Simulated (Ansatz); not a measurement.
# Ag under a change: biaxial strain −2.50 %, plane normal [111], relaxed out of plane

Take Ag in the fcc (Cu type) structure (space group Fm-3m, No. 225; a = 4.0009 Å; relaxed with 0.1 eV smearing) as the base. Axes: x, y, z lie along the cube axes.

Modification: compressive biaxial strain of 2.50 % in the plane normal to [111], as in epitaxy on a mismatched substrate; the out-of-plane cell vector and the atoms relax.

All numbers come from LDA/PAW in Ansatz (a first-principles code), no spin-orbit coupling. Γ-centred 28×28×28 mesh, Fermi–Dirac width 0.1 eV.

```json
[
 {"quantity": "volume per atom", "base": "16.01 Å³", "changed": "15.56 Å³", "shift": "-0.45 Å³"},
 {"quantity": "space group", "base": "Fm-3m (No. 225)", "changed": "R-3m (No. 166)", "shift": "–"},
 {"quantity": "shortest interatomic distance", "base": "2.829 Å", "changed": "2.758 Å", "shift": "-0.071 Å"},
 {"quantity": "energy relative to the base (free energy F)", "base": "0 meV/atom", "changed": "+17 meV/atom", "shift": "+17 meV/atom"},
 {"quantity": "band gap", "base": "zero", "changed": "zero", "shift": "–"},
 {"quantity": "out-of-plane strain", "base": "–", "changed": "+2.26 %", "shift": "–"},
 {"quantity": "ratio −ε⊥/ε∥", "base": "–", "changed": "0.90", "shift": "–"},
 {"quantity": "mean in-plane stress (compression positive)", "base": "–", "changed": "+7.1 GPa", "shift": "–"}
]
```

Final structure (turned so that z lies along the plane normal):

```
Ag
1.0
    2.75832     0.00000     0.00000
    1.37916     2.38877     0.00000
    1.37916    -0.79626     2.36206
Ag
1
Direct
  0.00000   0.00000   0.00000
```

No phonon test of stability was made.
